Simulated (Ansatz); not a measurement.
Start from WSi₂ (space group I4/mmm, No. 139; a = 3.2114 Å, c = 7.8048 Å; relaxed with 0.1 eV smearing). Axes: x, y, z lie along a, b, c of the conventional cell.

Structures relaxed with r2SCAN, PAW, 500 eV (Ansatz, a quantum-chemistry and plane-wave program; no SOC).

Base:

Simulated powder pattern, Cu Kα, λ = 1.54184 Å (kinematic, ideal powder, no thermal factors, no anomalous dispersion; the 10 strongest lines at most, above 2 %, up to 2θ = 90°):

| 2θ (°) | I/Imax (%) | hkl |
|---|---|---|
| 22.79 | 49 | (002) |
| 30.09 | 100 | (101) |
| 39.69 | 59 | (110) |
| 44.84 | 84 | (103) |
| 46.26 | 33 | (112) |
| 57.39 | 20 | (200) |
| 62.55 | 14 | (202) |
| 66.16 | 23 | (211) |
| 75.63 | 37 | (213) |
| 86.16 | 14 | (116) |

After one change:

Simulated powder pattern, Cu Kα, λ = 1.54184 Å (kinematic, ideal powder, no thermal factors, no anomalous dispersion; the 10 strongest lines at most, above 2 %, up to 2θ = 90°):

```csv
2θ (°),I/Imax (%)
22.73,50
30.28,100
40.00,58
44.90,84
46.50,33
57.85,20
62.97,14
66.69,23
76.09,37
86.15,14
```

Question: Which of these changes matches the shifts?
(A) biaxial strain −2.28 %, plane normal [001], relaxed out of plane
(B) uniaxial strain ε_xx = +0.81 %
(C) tensor shear ε_xy = +0.62 %
(D) biaxial strain −0.74 %, plane normal [001], relaxed out of plane

Answer: D, biaxial strain −0.74 %, plane normal [001], relaxed out of plane. Its volume per atom is 13.25 Å³ against 13.42 Å³, and its space group is I4/mmm (No. 139).

Whether these cells are dynamically stable was not tested. The final runs are not spin-polarised.
